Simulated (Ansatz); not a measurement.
## Mg2Sn: response to strain

The reference is Mg2Sn (space group Fm-3m, No. 225; a = 6.747 Å; relaxed with 0.1 eV smearing). Axes: x, y, z lie along the cube axes.

Strains are applied to the cell and any free atomic positions relax; under biaxial strain the out-of-plane vector relaxes too.

Level of theory: Ansatz (a first-principles code) PBEsol, without spin-orbit coupling, earlier PAW set.

Candidates:
(a) isotropic strain −5.07 %
(b) uniaxial strain ε_zz = −0.72 %
(c) strain tensor (xx, yy, zz, yz, xz, xy) = (+1.43, −1.64, −1.02, +0.42, +0.05, −1.71) %
(d) biaxial strain −4.93 %, plane normal [001], relaxed out of plane

Notes on the quantities. energy relative to the base: free energy F.

**Question.** Order them by energy relative to the base, lowest first.

**Answer.** (b) uniaxial strain ε_zz = −0.72 % (+0.3 meV/atom), (c) strain tensor (xx, yy, zz, yz, xz, xy) = (+1.43, −1.64, −1.02, +0.42, +0.05, −1.71) % (+5.7 meV/atom), (d) biaxial strain −4.93 %, plane normal [001], relaxed out of plane (+36 meV/atom), (a) isotropic strain −5.07 % (+95 meV/atom)

Stability against distortions was not tested.
